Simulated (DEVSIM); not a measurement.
System: Co/Al2O3/n-Si capacitor, at 250 K.

```tsv
layer (left to right)	material	thickness (nm)	Nd (cm⁻³)
1	Al2O3	14.0	-
2	Si	900	4.1e17
```

Metal gate on the left, work function 5 eV. Fixed charge at the semiconductor interface 0 cm⁻² (in units of +e); no interface traps.

Constants are typed, rounded textbook-type inputs, not results; the design itself was drawn at random and stands for no fabricated device. Values at 300 K; Nc and Nv go as T^1.5, mobilities as T to minus their exponent, the gap by Varshni's rule with the affinity fixed.

| parameter | Al2O3 | Si |
|---|---|---|
| gap (eV) | 6.8 | 1.124 |
| affinity (eV) | 1.35 | 4.05 |
| permittivity | 9 | 11.7 |
| Nc (cm⁻³) | - | 2.86e19 |
| Nv (cm⁻³) | - | 3.1e19 |
| Varshni α (eV/K) | - | 0.000473 |
| Varshni β (K) | - | 636 |

Model (solved in DEVSIM): 1D Poisson equation in equilibrium, Boltzmann statistics, complete ionisation; no quantum confinement or tunnelling. Metal contacts follow the ideal Schottky-Mott rule: no Fermi-level pinning, no interface dipoles.

Base results: capacitance of the dielectric stack (μF/cm²) 0.569; flat-band voltage (V) 0.86; threshold voltage (band bending 2φF) (V) -0.73; minimum of the low-frequency capacitance (μF/cm²) 0.150.

Question: What follows from this one change: Al2O3 thickness 0.014 → 0.0077 μm?

Answer: capacitance of the dielectric stack 0.569 → 1.03 μF/cm²; flat-band voltage little changed (0.86 V); threshold voltage (band bending 2φF) -0.73 → -0.45 V; minimum of the low-frequency capacitance 0.150 → 0.171 μF/cm².

Question: What follows from this one change: interface trap density 0 → 1e+12 cm^-2 eV^-1?

Answer: capacitance of the dielectric stack little changed (0.569 μF/cm²); flat-band voltage 0.86 → 0.94 V; threshold voltage (band bending 2φF) -0.73 → -0.93 V; minimum of the low-frequency capacitance 0.150 → 0.222 μF/cm².

Question: What follows from this one change: fixed charge 0 → 1.92e+12 cm^-2?

Answer: capacitance of the dielectric stack little changed (0.569 μF/cm²); flat-band voltage 0.86 → 0.32 V; threshold voltage (band bending 2φF) -0.73 → -1.28 V; minimum of the low-frequency capacitance little changed (0.151 μF/cm²).
